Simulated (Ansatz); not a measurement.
Consider BP in the zinc blende structure (space group F-43m, No. 216; a = 4.4905 Å). Axes: x, y, z lie along the cube axes.

Level of theory: LDA (Ansatz, a program for electronic structure; PAW; 420 eV plane waves; scalar-relativistic without spin-orbit coupling).

Base values:

| Item | Result |
|---|---|
| Valley order | a point along ⟨100⟩, about 1.2 Å⁻¹ from Γ 1.14 eV |
| Valence-band top at Γ | 0.00, 0.00, 0.00 eV |

The change: uniaxial strain ε_zz = −0.50 %, all other strain components held at zero; the atoms relax in the strained cell.

How does this affect the valley order?

The valley order (the lowest conduction-band minima on the path, energy above the VBM, named in the base's zone) goes from a point along ⟨100⟩, about 1.2 Å⁻¹ from Γ 1.14 eV to a point along [001], about 1.2 Å⁻¹ from Γ 1.06 eV; a point along [100], about 1.2 Å⁻¹ from Γ 1.14 eV.

What happens to the valence-band top at Γ?

The valence-band top at Γ (three highest levels, from the VBM) becomes 0.00, -0.05, -0.05 eV (base: 0.00, 0.00, 0.00 eV).

The levels and masses belong to the bands next to the band gap. No phonon test of stability was made.
